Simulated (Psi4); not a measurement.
Psi4 1.11, TPSS/def2-svp: [SiH3]/C=C1\C=NC=CC1, 17 atoms. The geometry is a generated start, not checked to be a minimum at this level.

```yaml
task: gradient
method: tpss
basis: def2-svp
memory: 7 GB
scf_type: df (default)
guess: auto, which took SAD (default)
diis_max_vecs: 10 (default)
scf_initial_accelerator: adiis (default)
e_convergence: 1e-08 (default)
d_convergence: 1e-08 (default)
basis functions (reference run): 161
grid points (reference run): 3039466
```

```xyz
17

Si     2.8774     0.5191    -0.4411
C      1.2802    -0.3235    -0.7283
C      0.0735    -0.1414    -0.1596
C     -0.1923     0.8752     0.9027
N     -1.3226     1.1046     1.4917
C     -2.3944     0.3469     1.1145
C     -2.3644    -0.6125     0.1840
C     -1.1200    -0.9664    -0.5618
H      3.9092    -0.0606    -1.3344
H      2.7352     1.9673    -0.7238
H      3.2888     0.3401     0.9717
H      1.3771    -1.0881    -1.4936
H      0.6615     1.4944     1.2181
H     -3.3251     0.5696     1.6319
H     -3.2701    -1.1630    -0.0486
H     -0.9039    -2.0278    -0.3896
H     -1.3101    -0.8339    -1.6338
```

Yardstick: the run with dft_radial_points = 200, dft_spherical_points = 974, dft_pruning_scheme = none (default), which is not proven converged either. Single runs; times are not shown.

Settings tried, all else as in the reference:
- dft_radial_points = 50, dft_spherical_points = 194
- dft_radial_points = 150, dft_spherical_points = 770
- dft_radial_points = 75 (default), dft_spherical_points = 302 (default), dft_pruning_scheme = treutler
- dft_radial_points = 75 (default), dft_spherical_points = 302 (default)
- dft_radial_points = 75 (default), dft_spherical_points = 302 (default), dft_pruning_scheme = robust
- dft_radial_points = 35, dft_spherical_points = 110
- dft_radial_points = 75 (default), dft_spherical_points = 434
- dft_radial_points = 99, dft_spherical_points = 590, dft_pruning_scheme = treutler
- dft_radial_points = 25, dft_spherical_points = 50
- dft_radial_points = 99, dft_spherical_points = 590, dft_pruning_scheme = robust
- dft_radial_points = 99, dft_spherical_points = 590

Task: Which settings reproduce the reference to 0.10 meV/atom in energy, 1.0 meV/Å in forces (largest component)?

Result: Within it: dft_radial_points = 150, dft_spherical_points = 770; dft_radial_points = 99, dft_spherical_points = 590, dft_pruning_scheme = robust; dft_radial_points = 99, dft_spherical_points = 590. At the edge, too close to call: dft_radial_points = 75 (default), dft_spherical_points = 434. Outside: dft_radial_points = 75 (default), dft_spherical_points = 302 (default); dft_radial_points = 75 (default), dft_spherical_points = 302 (default), dft_pruning_scheme = robust; dft_radial_points = 50, dft_spherical_points = 194; dft_radial_points = 75 (default), dft_spherical_points = 302 (default), dft_pruning_scheme = treutler; dft_radial_points = 99, dft_spherical_points = 590, dft_pruning_scheme = treutler; dft_radial_points = 35, dft_spherical_points = 110; dft_radial_points = 25, dft_spherical_points = 50.

```json
[
 {"setting": "the reference", "grid points": "3039466", "energy against the reference": "—", "difference in forces (largest component)": "—"},
 {"setting": "dft_radial_points = 150, dft_spherical_points = 770", "grid points": "1815266", "energy against the reference": "under 0.001 meV/atom", "difference in forces (largest component)": "0.085 meV/Å"},
 {"setting": "dft_radial_points = 99, dft_spherical_points = 590, dft_pruning_scheme = robust", "grid points": "640234", "energy against the reference": "under 0.001 meV/atom", "difference in forces (largest component)": "0.37 meV/Å"},
 {"setting": "dft_radial_points = 99, dft_spherical_points = 590", "grid points": "921706", "energy against the reference": "under 0.001 meV/atom", "difference in forces (largest component)": "0.37 meV/Å"},
 {"setting": "dft_radial_points = 75 (default), dft_spherical_points = 434", "grid points": "515935", "energy against the reference": "−0.0012 meV/atom", "difference in forces (largest component)": "1.1 meV/Å"},
 {"setting": "dft_radial_points = 75 (default), dft_spherical_points = 302 (default)", "grid points": "359181", "energy against the reference": "+0.035 meV/atom", "difference in forces (largest component)": "2.0 meV/Å"},
 {"setting": "dft_radial_points = 75 (default), dft_spherical_points = 302 (default), dft_pruning_scheme = robust", "grid points": "244741", "energy against the reference": "+0.033 meV/atom", "difference in forces (largest component)": "2.0 meV/Å"},
 {"setting": "dft_radial_points = 50, dft_spherical_points = 194", "grid points": "156532", "energy against the reference": "+0.41 meV/atom", "difference in forces (largest component)": "11 meV/Å"},
 {"setting": "dft_radial_points = 75 (default), dft_spherical_points = 302 (default), dft_pruning_scheme = treutler", "grid points": "195373", "energy against the reference": "+0.095 meV/atom", "difference in forces (largest component)": "18 meV/Å"},
 {"setting": "dft_radial_points = 99, dft_spherical_points = 590, dft_pruning_scheme = treutler", "grid points": "473362", "energy against the reference": "+0.078 meV/atom", "difference in forces (largest component)": "19 meV/Å"},
 {"setting": "dft_radial_points = 35, dft_spherical_points = 110", "grid points": "62497", "energy against the reference": "−3.3 meV/atom", "difference in forces (largest component)": "53 meV/Å"},
 {"setting": "dft_radial_points = 25, dft_spherical_points = 50", "grid points": "20354", "energy against the reference": "+34 meV/atom", "difference in forces (largest component)": "230 meV/Å"}
]
```

Total energies are compared; such shifts often cancel in part in energy differences. The gradients leave out the derivatives of the grid weights. The tolerance is a choice made for this comparison.
